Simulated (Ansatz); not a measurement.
An ideal cubic perovskite cell is held by its symmetry; such compounds can tilt or shift off centre at room temperature. The starting structures come from a database of crystals and need not be the phases stable at ambient conditions.

 Where the default PAW files enter, the runs use the earlier of Ansatz's two default sets.

**Evanescent states of HfPbO3 (Pm-3m, cubic perovskite, not sure to be the ambient phase, 5 atoms a cell, 14.4 Å³ an atom, -3 GPa at this level) along the normal of (111)**

Method: r2SCAN (plane waves, PAW; Ansatz, a program for electronic structure).

The gap is the functional's own, uncorrected, and κ follows it; spin-orbit coupling is left out. Mid-gap values are interpolated between the computed energies.

Energies count from the valence-band top; κ is the least over a 6×6 mesh across the current.

```csv
E (eV),κ (1/Å),where
0.07,0.108,off Γ
0.23,0.156,off Γ
0.38,0.182,off Γ
0.53,0.200,off Γ
0.68,0.213,off Γ
0.82,0.222,off Γ
0.97,0.228,off Γ
1.12,0.232,off Γ
1.27,0.234,off Γ
1.43,0.233,off Γ
1.57,0.231,off Γ
1.73,0.226,off Γ
1.88,0.219,off Γ
2.02,0.210,off Γ
2.17,0.197,off Γ
2.33,0.181,off Γ
2.48,0.161,off Γ
2.62,0.132,off Γ
2.77,0.089,off Γ
```

Task: How thick must the barrier be to attenuate the transmission by 10^8 when the electrodes' Fermi level lies at 2.33 eV, and what attenuation does that film give at 2.77 eV?

Result: d = 8 ln 10 / (2 × 0.181) = 50.9 Å. At 2.77 eV it gives 8 × 0.089/0.181 = 3.9 decades.
